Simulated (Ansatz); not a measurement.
TiSi2 (Cmcm, No. 63, 6 atoms in the cell; start mp-1077503; a measured phase of this formula has another space group)

The numbers are results of r²SCAN (PAW; Ansatz, a first-principles code), not measurements.

Settings: plane-wave cutoff 560 eV, 16×16×16 k mesh, Fermi–Dirac smearing 0.05 eV, no spin polarisation, scalar-relativistic PAW data made under PBE.

Cell (relaxed at this level):

```cif
data_Si8Ti4
_chemical_formula_sum 'Ti4 Si8'
_space_group_name_H-M_alt 'Cmcm'
_space_group_IT_number 63
_space_group_name_Hall '-C 2c 2'
_cell_length_a 3.52701
_cell_length_b 13.51733
_cell_length_c 3.56512
_cell_angle_alpha 90.000
_cell_angle_beta 90.000
_cell_angle_gamma 90.000
loop_
_atom_site_label
_atom_site_type_symbol
_atom_site_symmetry_multiplicity
_atom_site_Wyckoff_symbol
_atom_site_fract_x
_atom_site_fract_y
_atom_site_fract_z
_atom_site_occupancy
Ti1 Ti 4 c 0.00000 0.10322 0.75000 1
Si1 Si 4 c 0.00000 0.55829 0.25000 1
Si2 Si 4 c 0.00000 0.24971 0.25000 1
```
(The calculation used a cell of 6 atoms; values per cell refer to that cell.)

For TiSi2 (Cmcm, No. 63, 6 atoms in the cell; start mp-1077503; a measured phase of this formula has another space group), the bulk modulus B0 is 130 GPa.

Note: the run has no spin polarisation, so it can have missed a magnetic state; the bulk modulus is −V dP/dV from two relaxed cells at ±2 % in volume; the relaxation could not lower the start's symmetry, so the cell can be a saddle point above a distorted one.

Computed values are for the static lattice.

Computing time: about 16 core-minutes (a rough figure).

A start named mp-… is a Materials Project structure, which need not be a measured phase.
